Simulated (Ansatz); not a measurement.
Consider this model of amorphous Ti20O45P2.

```xyz
67
Lattice="9.2918 0.1337 0.0814 0.1337 9.3766 0.0014 0.0814 0.0014 9.6082" Properties=species:S:1:pos:R:3 pbc="T T T"
Ti     2.0251     6.8821     1.9769
Ti     9.1529     9.0974     6.1843
Ti     3.1765     5.7733     9.0868
Ti     7.2935     0.2445     2.0366
Ti     0.1390     4.9467     3.9931
Ti     5.2770     7.6470     0.2298
Ti     6.7585     4.6268     8.7814
Ti     2.6514     2.2452     8.5202
Ti     2.5880     9.1104     3.8382
Ti     6.6095     5.1625     2.3189
Ti     8.6306     1.6290     9.1148
Ti     2.5431     6.6385     5.7358
Ti     5.4252     2.1229     0.9904
Ti     3.3938     3.6952     2.4312
Ti     5.2688     7.7460     3.7264
Ti     6.6333     6.8618     6.7894
Ti     2.3870     3.4583     5.3276
Ti     5.3986     1.7794     4.5721
Ti     9.1769     7.6131     9.1155
Ti     8.1082     2.9144     6.3922
O      8.4905     9.0820     0.4022
O      1.6347     1.5714     3.8739
O      6.5733     2.8975     5.4162
O      5.1477     5.8008     9.0323
O      7.5320     4.9603     0.8309
O      3.0746     5.2763     1.5471
O      5.3002     3.8316     2.2060
O      7.3740     1.9966     0.8515
O      2.3322     2.2455     6.7458
O      3.4982     2.3055     1.2431
O      4.3333     0.0629     3.8133
O      8.9911     0.7738     2.6728
O      8.9444     3.2228     3.2262
O      1.2241     6.5619     0.2179
O      8.6922     1.4137     5.0389
O      3.2254     7.1604     3.8070
O      8.2297     1.1477     7.3379
O      6.2061     1.5802     2.9190
O      3.8711     0.7474     8.3077
O      5.4828     6.9409     5.3091
O      0.6270     8.3071     7.6446
O      2.8490     4.0248     8.7368
O      3.9350     2.8181     4.2682
O      5.7763     9.4062     0.8677
O      5.3110     0.7617     6.2221
O      5.4142     8.1774     7.7918
O      1.9183     4.1393     3.5607
O      6.9007     5.0585     6.9327
O      3.2951     4.9131     5.7546
O      8.1910     3.3620     8.2875
O      7.5987     5.3615     3.8134
O      3.4100     8.6532     6.2371
O      1.2284     8.5459     4.9897
O      0.2909     3.6555     5.6416
O      1.0935     1.7644     9.3170
O      0.5637     6.2892     2.7594
O      7.8859     7.8487     5.9655
O      3.5869     7.6134     0.4383
O      0.9167     6.0240     5.3615
O      2.0352     8.7309     2.2036
O      6.9614     8.4515     3.3259
O      7.5409     6.8644     8.6422
O      5.6249     3.1513     9.1152
O      5.6016     6.7294     2.0467
O      2.7225     6.5443     7.5666
P      4.4981     9.2856     7.0964
P      0.0994     1.7118     3.6034
```

All values below come from PBE, scalar-relativistic without spin-orbit coupling (plane waves to 420 eV, PAW; Ansatz, an electronic-structure program).

A CHGNet melt-quench gave the starting glass, which DFT then relaxed. O atoms were pushed apart under 1.9 Å during the dynamics, to hinder bonds among them. The hot cell started wider than the set density and was brought back towards it in steps. It is the lowest in DFT energy of 2 quenches. It is a model cell: composition and starting density were chosen by hand, and all elements were melted together. No dispersion term was used. Its density started from a set value of 3.45 and ended at 3.45 g/cm³. Cooling (nominally 300 K/ps over its main leg) ran many orders faster than in experiment, which tends to leave more defects and strain. Values belong to this one cell and scatter from quench to quench. The volume was held where the preparation left it and the shape relaxed, at a PBE pressure of 2.4 GPa. Stress components on the final sampling reach 2.4 GPa.

Bonds are counted up to Ti-Ti 3.12 Å, Ti-O 2.60 Å, Ti-P 2.74 Å, O-O 1.58 Å, O-P 2.08 Å, P-P 2.50 Å. Two cations that share two anions don't count as bonded, nor two that share one unless they lie closer than Ti-Ti 3.04 Å, Ti-P 2.66 Å, P-P 2.29 Å.

Give the coordination numbers, mean bond lengths and angles.


| Quantity | Result |
|---|---|
| Mean coordination of Ti by anions | 5.40 (2 with 4, 8 with 5, 10 with 6) |
| Mean coordination of O | 2.58 (20 with 2, 24 with 3, 1 with 4) |
| Mean coordination of P by anions | 4.00 (2 with 4) |
| Mean Ti-O bond | 1.969 Å (spread 0.178 Å, 108 counted) |
| Mean O-P bond | 1.552 Å (spread 0.027 Å, 8 counted) |
| Bond angle at Ti | mean 104.6°, spread 27.5° |
| Bond angle at O | mean 120.3°, spread 19.5° |
| Bond angle at P | mean 109.4°, spread 3.9° |

List the pairs of like atoms that count as bonded by the rules above.

There are none by these rules.
